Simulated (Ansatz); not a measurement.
System: L1₂ (Cu3Au-type) Al₃Sc. Method: PBE-D4 (plane waves, PAW; Ansatz, a quantum-chemistry and plane-wave program).

Input file:

Ansatz 0.2 input:
```yaml
crystal:
  lattice:
    - [4.1112957102, 0.0, 0.0]
    - [0.0, 4.1112957102, 0.0]
    - [0.0, 0.0, 4.1112957102]
  atoms:
    - { symbol: Sc, position: [0.0, 0.0, 0.0] }
    - { symbol: Al, position: [0.0, 0.5, 0.5] }
    - { symbol: Al, position: [0.5, 0.0, 0.5] }
    - { symbol: Al, position: [0.5, 0.5, 0.0] }
basis:
  ecutwfc: 520
  ecutrho_ratio: 4
  xc_grid: 2
kpoints:
  mp_grid: { grid: [14, 14, 14] }
hamiltonian:
  xc: pbe
  dispersion: d4
  pseudopotentials: { kind: paw }
scf:
  occupations: { method: fermi_dirac, width: 0.05 }
  convergence: { dr2_threshold: 0.0000000004 }
output:
  forces: true
  stress: true
  eigenvalues: true
```

From the output:

```
Crystal: 4 atoms, lattice volume = 69.492 Å³
Basis set: ecut = 520 eV, 1863 PW (Γ), exchange–correlation on 64×64×64 points (8 copies of the dense FFT grid, shifted against one another)
Bands: 14, of which v1, the nominal top of the filled ones, is band 10 counted from 1 (9 counted from 0)
Symmetry: 48 space group operations
Space group: Pm-3m (ITA 221), of the structure as read, at distance tolerance 4.1e-5 Å
k-points: 120 of 2744
Functional: x = pbe(κ = 0.804, μ = 0.2195149727645171), c = pbe(β = 0.06672455060314922)
SCF iter   1: F=—  HF=-3751.494872 eV  |F-HF|=—  |Δ(HF+E_count)|=         —  Δρ=2.49e-3  dr2=1.26e-2
SCF iter   2: F=—  HF=-3751.492576 eV  |F-HF|=—  |Δ(HF+E_count)|=   2.30e-3  Δρ=1.30e-3  dr2=2.67e-3
  ...
SCF iter   6: F=—  HF=-3751.491746 eV  |F-HF|=—  |Δ(HF+E_count)|=   1.27e-6  Δρ=2.56e-6  dr2=3.63e-9
SCF iter   7: F=-3751.491746 eV  HF=-3751.491746 eV  |F-HF|=1.03e-10  |Δ(HF+E_count)|=  8.04e-10  Δρ=3.98e-7  dr2=1.49e-10
SCF 1 converged in 7 iterations: F = -3751.491746 eV  dr2 = 1.49e-10
SCF converged after 7 iterations
Free energy (F): -3751.491746 eV
Internal energy: -3751.481189 eV  (E = F + TS)
E sigma→0 (E₀):  -3751.486467 eV
Fermi energy:    9.076437 eV
--- Forces (eV/Å), atoms counted from 1 ---
  atom   1  Sc    -0.00000000     0.00000000     0.00000000
  atom   2  Al     0.00000000    -0.00000000    -0.00000000
  atom   3  Al     0.00000000    -0.00000000    -0.00000000
  atom   4  Al     0.00000000    -0.00000000     0.00000000
--- Stress (GPa, compression-positive) ---
       -3.378881       0.000000       0.000000
        0.000000      -3.378881       0.000000
        0.000000       0.000000      -3.378881
  P = ⅓ Tr σ = -3.3789 GPa (-33.789 kbar)
```

The cell is one volume of an energy–volume scan, off the minimum.
